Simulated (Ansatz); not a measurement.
The reference is ZnS (space group R3m, No. 160; a = 3.785 Å, c = 37.176 Å (hexagonal axes)).

One thing is altered: cell and atoms relaxed at a pressure of 1.5 GPa.

Levels (all Ansatz, a program for electronic structure, PAW): PBEsol (420 eV, without spin-orbit coupling); HSE06 (420 eV, scalar-relativistic without spin-orbit coupling).

The geometry is relaxed with PBEsol.

| Quantity | Result |
|---|---|
| PBEsol lowest conduction level above the VBM at special points | Γ 2.20 eV; T 3.01 eV; L 3.20 eV |

Q: What does HSE06 give at this geometry for the lowest conduction level above the VBM at special points?

A: The lowest conduction level above the VBM at special points becomes Γ 3.58 eV; T 4.37 eV; L 4.41 eV (PBEsol: Γ 2.20 eV; T 3.01 eV; L 3.20 eV).

Single points use the geometry relaxed with PBEsol. The levels and masses belong to the bands next to the band gap. Load acts through the strain it causes; cell and atoms are relaxed under it. Stability against distortions was not tested. This is not the structure that ZnS has at room temperature and ambient pressure.
